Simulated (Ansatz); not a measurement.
Data:

End structure of a constructed model of the (111) surface of fcc Rh, (√3x√3)R30° layer of Si, one a cell, on the site that continues the host's stacking (bottom of the slab: a bare face, its two planes held):

```
CELL_PARAMETERS angstrom
      4.06233     2.34539     0.00000
     -4.06233     2.34539     0.00000
      0.00000     0.00000    29.50000
ATOMIC_POSITIONS crystal
  Rh 0.00000 0.66667 0.27634
  Rh 0.33333 0.33333 0.27634
  Rh 0.66667 0.00000 0.27634
  Rh 0.00000 0.33333 0.35130
  Rh 0.33333 0.00000 0.35130
  Rh 0.66667 0.66667 0.35130
  Rh 0.00000 0.99967 0.42556
  Rh 0.33300 0.66667 0.42556
  Rh 0.66700 0.33367 0.42556
  Rh 0.00000 0.66667 0.50065
  Rh 0.33333 0.33333 0.50112
  Rh 0.66667 0.00000 0.50112
  Rh 0.00000 0.33645 0.57531
  Rh 0.33021 0.99688 0.57531
  Rh 0.66979 0.66667 0.57531
  Rh 0.00000 0.00217 0.65153
  Rh 0.33550 0.66667 0.65153
  Rh 0.66450 0.33117 0.65153
  Si 0.00000 0.66667 0.70949
```

Set-up: 19 atoms, 13.2 Å thick at the start with caps and adatoms (thin: gaps and levels are the slab's own); mesh 9x9x1; 0.1 eV smearing; dipole correction on; 6 atoms held, the rest relaxed; start symmetry kept, larger cells not searched; no spin, no spin-orbit, no U. It is one candidate, not shown to be the stable structure of the face.

**Question.** Estimate the work function of the top face that PBE run with Ansatz (a quantum-chemistry and plane-wave program) returns for this input.

**Answer.** 4.85 eV
